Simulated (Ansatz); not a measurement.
End structure of OH on the 1x1 (111) surface of fcc Cu, one in a 1x1 cell, started at the site 'hollow Cu-Cu-Cu over Cu at depth 2.1 Å':

```xyz
6
Lattice="2.5668 0.0000 0.0000 -1.2834 2.2229 0.0000 0.0000 0.0000 25.5000" Properties=species:S:1:pos:R:3 pbc="T T T"
Cu     0.0000     1.4819     9.6433
Cu     1.2834     0.7410    11.7147
Cu    -0.0042    -0.0021    13.8038
Cu    -0.0698     1.4422    15.8809
O      0.5260     0.3042    17.4163
H      1.3076     0.7565    17.8122
```

Model: 6-atom slab, 6.2 Å thick at the start under the adsorbate (thin: gaps and levels are the slab's own), 12x12x1 mesh, Fermi-Dirac 0.1 eV, dipole correction, 2 atoms held, the rest relaxed; no symmetry held; spin-polarised, no spin-orbit, no U, no dispersion correction. The starting moment vanished. At the end it is bonded to 2 Cu. In PBE it is, or lies within 0.03 eV of, the lowest of the starts that converged.

A negative adsorption energy means that the adsorbate is more stable on the surface than in its reference.

**Question.** Predict the adsorption energy against H2O(g) − ½ H2(g) from PBE in Ansatz (a program for electronic structure).

**Answer.** 1.00 eV

**Question.** Estimate the work function of the top face that PBE returns for this input.

**Answer.** 5.51 eV

**Question.** Estimate the change of the step from the bottom to the top vacuum level, against the clean slab that PBE returns for this input.

**Answer.** 0.66 eV

**Question.** Give the change of the work function at the level PBE.

**Answer.** 0.74 eV
